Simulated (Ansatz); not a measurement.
## Carrier doping in WSe2

Take WSe$_{2}$ (space group P6_3/mmc, No. 194; a = 3.300 Å, c = 13.147 Å; layered, stacked along the Cartesian z axis) as the base.

Carriers are added at fixed cell with a uniform background; the Fermi–Dirac width is that of 300 K.

Method: Ansatz (a first-principles code) r2SCAN+rVV10, without spin-orbit coupling, earlier PAW set.

Notes on the quantities. Fermi level from band edge: Fermi level relative to the doped band's edge (positive inside the band; to 0.05 eV).

```
case                      gap between the host's bands  Fermi level from band edge
------------------------  ----------------------------  --------------------------
undoped                                        1.12 eV                           –
electrons 2.0×10^21 cm⁻³                       1.11 eV                    +0.30 eV
electrons 3.0×10^21 cm⁻³                       1.10 eV                    +0.40 eV
electrons 1.0×10^22 cm⁻³                       1.04 eV                    +0.75 eV
holes 2.0×10^21 cm⁻³                           1.14 eV                    +0.45 eV
holes 3.0×10^21 cm⁻³                           1.15 eV                    +0.55 eV
holes 1.0×10^22 cm⁻³                           1.16 eV                    +0.90 eV
```

Carriers are added with a uniform compensating background; total energy and stress of such cells depend on the potential's zero and are not compared; many-body gap narrowing is missing at this level. Spin-orbit coupling, missing from the scalar runs, can matter with W. Stability against distortions was not tested.
